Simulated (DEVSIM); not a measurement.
Structure: illuminated GaSb p-on-n cell, one wavelength, at 250 K.

```
layer (left to right)  material  thickness (μm)  Nd (cm⁻³)  Na (cm⁻³)   τn (s)  τp (s)  absorption coefficient (cm⁻¹)
---------------------  --------  --------------  ---------  ---------  -------  ------  -----------------------------
1                          GaSb          0.0520          -     6.4e17  4.2e-10  2.9e-8                          34000
2                          GaSb            5.90     3.6e16          -   4.2e-8  4.2e-8                          34000
```

Left contact: ohmic, minority electron recombination velocity 30 cm/s. Right contact: ohmic, minority hole recombination velocity 6e6 cm/s. Voltage is applied to the left contact. Recombination: SRH at mid-gap, radiative, Auger. Light enters at the left, 9.8e16 photons cm⁻² s⁻¹, one pass, no reflection. Mobility is constant in doping. Where it depends on doping, it is μmin + (μ − μmin)/(1 + (N/Nref)^α).

Constants are typed, rounded textbook-type inputs, not results; the design itself was drawn at random and stands for no fabricated device. Values at 300 K; Nc and Nv go as T^1.5, mobilities as T to minus their exponent, the gap by Varshni's rule with the affinity fixed. The table also holds parameters that only a changed run uses.

```
parameter            GaSb
----------------  -------
gap (eV)            0.726
affinity (eV)        4.06
permittivity         15.7
Nc (cm⁻³)          2.1e17
Nv (cm⁻³)          1.8e19
μn (cm²/Vs)          5000
μp (cm²/Vs)           850
μn,min               1000
μp,min                190
Nref,n             2.8e17
Nref,p               9e17
αn                   1.05
αp                   0.65
T exponent of μn        2
T exponent of μp      1.7
B (cm³/s)           1e-10
Cn (cm⁶/s)          5e-30
Cp (cm⁶/s)          5e-30
Varshni α (eV/K)  0.00042
Varshni β (K)         140
```

Model (solved in DEVSIM): 1D drift-diffusion, Boltzmann statistics, complete ionisation; no tunnelling, impact ionisation, image-force lowering or self-heating.

Base results: largest power (mW/cm²) 4.35; dark forward voltage at 1 A/cm² (V) 0.463; share of generated pairs collected at short circuit 0.971; fill factor 0.77.

### Question
What follows from this one change: thickness of layer 2 5.9 → 2.1 μm?

### Answer
largest power 4.35 → 3.90 mW/cm²; dark forward voltage at 1 A/cm² 0.463 → 0.443 V; share of generated pairs collected at short circuit 0.971 → 0.927; fill factor little changed (0.77).

### Question
What follows from this one change: minority lifetime in layer 2 4.2e-08 → 4.2e-09 s?

### Answer
largest power 4.35 → 4.01 mW/cm²; dark forward voltage at 1 A/cm² 0.463 → 0.451 V; share of generated pairs collected at short circuit 0.971 → 0.955; fill factor 0.77 → 0.75.

### Question
What follows from this one change: photon flux 9.8e+16 → 9.8e+17 cm^-2 s^-1?

### Answer
largest power 4.35 → 51.3 mW/cm²; dark forward voltage at 1 A/cm² little changed (0.463 V); share of generated pairs collected at short circuit little changed (0.971); fill factor 0.77 → 0.80.

### Question
What follows from this one change: doping-dependent mobility in place of the constant one?

### Answer
largest power 4.35 → 4.41 mW/cm²; dark forward voltage at 1 A/cm² little changed (0.465 V); share of generated pairs collected at short circuit little changed (0.971); fill factor little changed (0.78).
